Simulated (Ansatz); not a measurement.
We consider bcc Eu, described by PBE-D3(BJ) in Ansatz (plane waves, PAW).

Settings: plane-wave cutoff 520 eV, 18×18×18 k mesh, Fermi–Dirac smearing 0.05 eV, spin-polarised with parallel moments, scalar-relativistic PAW data made under PBE.

Cell (relaxed at this level):

```yaml
crystal:
  lattice:
    - [-2.13498, 2.13498, 2.13498]
    - [2.13498, -2.13498, 2.13498]
    - [2.13498, 2.13498, -2.13498]
  atoms:
    - { symbol: Eu, position: [0.00000, 0.00000, 0.00000], spin: 7.0 }
```

Task: Give the computed bulk modulus, magnetic moment per atom (the cell's total over its atoms) and pressure derivative B′ of the bulk modulus.

Result: 
* **bulk modulus**: 15.3 GPa
* **magnetic moment per atom (the cell's total over its atoms)**: 7.23 μB
* **pressure derivative B′ of the bulk modulus**: 3.6

The run finds no gap.

Measured, for comparison: bulk modulus 10.9 ± 0.6 GPa (room temperature, no zero-point or thermal correction, our sources range from 10.9 to 11.7; as tabulated in arXiv:1012.3782). Computed (rounded) less measured: bulk modulus +40 % (+31 % to +40 % over the range).

Note: the 4f shell is treated without U or exact exchange, so its levels and filling can be wrong; the collinear magnetic order is the start's and need not be the measured one.

Spins in the cell block are starting values.

Moments are spin moments.

Spin–orbit coupling is not included.

It cost very roughly 6 core-minutes of CPU time.

Ansatz is a quantum-chemistry and plane-wave program.
